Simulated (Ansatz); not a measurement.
Start from Sb in the A7 type structure (space group R-3m, No. 166; a = 4.328 Å, c = 11.344 Å (hexagonal axes); layered).

Structures relaxed with Ansatz (a first-principles code) r2SCAN+rVV10, no spin-orbit coupling.

Base:

Simulated powder pattern, Cu Kα1, λ = 1.54056 Å (kinematic, ideal powder, no thermal factors, no anomalous dispersion; the 14 strongest lines at most, above 2 %, up to 2θ = 90°):

| 2θ (°) | I/Imax (%) | hkl |
|---|---|---|
| 23.51 | 5.5 | (003) |
| 28.52 | 100 | (012) |
| 39.83 | 35 | (104) |
| 41.70 | 37 | (110) |
| 46.76 | 6.7 | (015) |
| 48.08 | 5.3 | (006) |
| 48.42 | 4.6 | (113) |
| 51.30 | 19 | (202) |
| 59.03 | 11 | (024) |
| 62.37 | 5.0 | (107) |
| 65.50 | 12 | (116) |
| 68.17 | 16 | (122) |
| 74.86 | 11 | (214) |
| 76.13 | 6.1 | (300) |

Modification: a hydrostatic pressure of 5 GPa.

Question: Predict the new powder pattern.

Answer: 
Simulated powder pattern, Cu Kα1, λ = 1.54056 Å (kinematic, ideal powder, no thermal factors, no anomalous dispersion; the 14 strongest lines at most, above 2 %, up to 2θ = 90°):

```csv
2θ (°),I/Imax (%),hkl
25.03,2.3,(003)
29.49,100,(012)
41.82,36,(104)
42.58,37,(110)
49.36,2.8,(015)
51.36,5.9,(006)
52.64,19,(202)
61.21,12,(024)
66.36,2.2,(107)
68.85,15,(116)
69.93,16,(122)
75.85,4.7,(018)
77.41,12,(214)
77.93,6.1,(300)
```

The indices refer to the base's conventional cell; one index is shown for lines that coincide.

Load acts through the strain it causes; cell and atoms are relaxed under it. Whether these cells are dynamically stable was not tested. Competing high-pressure phases were not computed.
